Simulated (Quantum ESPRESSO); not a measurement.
Worked example: self-consistent single point of CsLuS2 (P6_3/mmc, 8 atoms in the cell) in Quantum ESPRESSO.

Computed with LDA (PZ), PseudoDojo standard norm-conserving (PBE) pseudopotentials (plane waves; Quantum ESPRESSO).

The change in words: lattice scaled by 0.98. Reference geometry:
```
CELL_PARAMETERS angstrom
      3.98921     0.00000     0.00000
     -1.99460     3.45476     0.00000
      0.00000     0.00000    16.05658
ATOMIC_POSITIONS crystal
  Cs 0.33333 0.66667 0.25000
  Cs 0.66667 0.33333 0.75000
  Lu 0.00000 0.00000 0.50000
  Lu 0.00000 0.00000 0.00000
  S  0.33333 0.66667 0.91088
  S  0.66667 0.33333 0.08912
  S  0.66667 0.33333 0.41088
  S  0.33333 0.66667 0.58912
```

Reference input (self-consistent single point, DFT, LDA (PZ), plane waves, PseudoDojo standard norm-conserving (PBE) pseudopotentials): ecutwfc = 100 Ry; occupations = fixed; input_dft = pz; potentials = {Cs: Cs.upf, Lu: Lu.upf, S: S.upf}; K_POINTS = automatic 5 5 1 0 0 0; nbnd = 50; conv_thr = 1e-10 Ry. This run's input differs from it in these lines:

```diff
@@ -10,4 +10,4 @@
   ibrav = 4,
-  A = 3.9892098839,
-  C = 16.0565800000,
+  A = 3.9094258671,
+  C = 15.7354480000,
   nat = 8,
@@ -27,10 +27,10 @@
 ATOMIC_POSITIONS alat
-Cs    0.0000000000    0.5773502692    1.0062506403
-Cs    0.5000000000    0.2886751346    3.0187519209
-Lu    0.0000000000    0.0000000000    2.0125012806
+Cs    0.0000000000    0.5773502692    1.0062505682
+Cs    0.5000000000    0.2886751346    3.0187517045
+Lu    0.0000000000    0.0000000000    2.0125011364
 Lu    0.0000000000    0.0000000000    0.0000000000
-S     0.0000000000    0.5773502692    3.6662943330
-S     0.5000000000    0.2886751346    0.3587082282
-S     0.5000000000    0.2886751346    1.6537930523
-S     0.0000000000    0.5773502692    2.3712095088
+S     0.0000000000    0.5773502692    3.6662940702
+S     0.5000000000    0.2886751346    0.3587082025
+S     0.5000000000    0.2886751346    1.6537929338
+S     0.0000000000    0.5773502692    2.3712093389
 K_POINTS automatic
```

Output, abridged:

```
     Self-consistent Calculation

     iteration #  1     ecut=   100.00 Ry     beta= 0.70

     Threshold (ethr) on eigenvalues was too large:
     Diagonalizing with lowered threshold

     total energy              =   -1166.08838925 Ry
     estimated scf accuracy    <       0.53454312 Ry

     iteration #  2     ecut=   100.00 Ry     beta= 0.70

     total energy              =   -1166.26329786 Ry
     estimated scf accuracy    <       0.31096277 Ry

     iteration #  3     ecut=   100.00 Ry     beta= 0.70

     total energy              =   -1166.31868256 Ry
     estimated scf accuracy    <       0.00385378 Ry

   [... 8 blocks of this kind left out ...]

     iteration # 12     ecut=   100.00 Ry     beta= 0.70

     total energy              =   -1166.32291745 Ry
     estimated scf accuracy    <          5.8E-10 Ry

     iteration # 13     ecut=   100.00 Ry     beta= 0.70
     End of self-consistent calculation

     highest occupied, lowest unoccupied level (ev):     8.4635   10.2261

!    total energy              =   -1166.32291745 Ry
     estimated scf accuracy    <          2.3E-11 Ry

     convergence has been achieved in  13 iterations

     Forces acting on atoms (cartesian axes, Ry/au):

     atom    1 type  1   force =     0.00000000   -0.00000000    0.00000000
     atom    2 type  1   force =     0.00000000   -0.00000000    0.00000000
     atom    3 type  2   force =     0.00000000   -0.00000000    0.00000000
     atom    4 type  2   force =     0.00000000   -0.00000000   -0.00000000
     atom    5 type  3   force =     0.00000000   -0.00000000   -0.00860300
     atom    6 type  3   force =     0.00000000    0.00000000    0.00860300
   [... lines left out ...]

     Total force =     0.017206     Total SCF correction =     0.000008

          total   stress  (Ry/bohr**3)                   (kbar)     P=       -3.74
  -0.00002008  -0.00000000   0.00000000           -2.95       -0.00        0.00
  -0.00000000  -0.00002008   0.00000000           -0.00       -2.95        0.00
   0.00000000   0.00000000  -0.00003616            0.00        0.00       -5.32

   JOB DONE.
```

The run converged in 13 iterations. Against the reference run the free energy drops by 20.4 meV/atom, the pressure goes from -3.51 to -0.37 GPa, the largest force goes from 0.092 to 0.221 eV/Å and the gap on the mesh goes from 1.904 to 1.763 eV.

The starting cell comes from a database of computed structures (which also holds hypothetical and non-ambient phases and stackings), without a prior relaxation at this level. For this run, on top of that: lattice scaled by 0.98. Spin-orbit coupling is off.

Cost on one core of a shared machine: roughly 4 min.
